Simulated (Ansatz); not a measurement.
# InSb: uniaxial stress, 5 GPa compression along x

Base system: InSb in the zinc blende structure (space group F-43m, No. 216; a = 6.557 Å). Axes: x, y, z lie along the cube axes.

It is then changed as follows: uniaxial stress, 5 GPa compression along x; all other stress components relax to zero.

Level of theory: r2SCAN (Ansatz, a program for electronic structure, PAW, no SOC), earlier PAW set. k-mesh 12×12×12 (Γ-centred); smearing 0.05 eV (Fermi–Dirac).

| quantity | base | changed | shift |
|---|---|---|---|
| volume per atom | 35.24 Å³ | 26.81 Å³ | -8.438 Å³ |
| space group | F-43m (No. 216) | I-4m2 (No. 119) | – |
| shortest interatomic distance | 2.839 Å | 3.051 Å | +0.212 Å |
| energy relative to the base (free energy F) | 0 meV/atom | +0.223 eV/atom | +0.223 eV/atom |
| band gap | zero | zero | – |
| strain response (xx, yy, zz) (rough) | – | (−53.11, +27.36, +27.36) % | – |

Final structure:

```
InSb
1.0
    0.00000     4.17583     4.17583
    1.53722     0.00000     4.17583
    1.53722     4.17583     0.00000
Sb In
1 1
Cartesian
  2.30583   6.26375   6.26375
  0.00000   0.00000   0.00000
```

Without a gap, meshes like the base's 12×12×12 leave anisotropic stresses uncertain by several tenths of a GPa, and small strain energies with them. With Sb present, leaving out spin-orbit coupling can change the band edges. Stability under load was not tested beyond the relaxation. The final runs are not spin-polarised. Under uniaxial stress, 5 GPa compression along x the cell changed shape so far that it is another structure. Gaps under 0.05 eV, about the width of the smearing, are given as zero. A zero or small gap of InSb can be the functional's error rather than a property of the material.
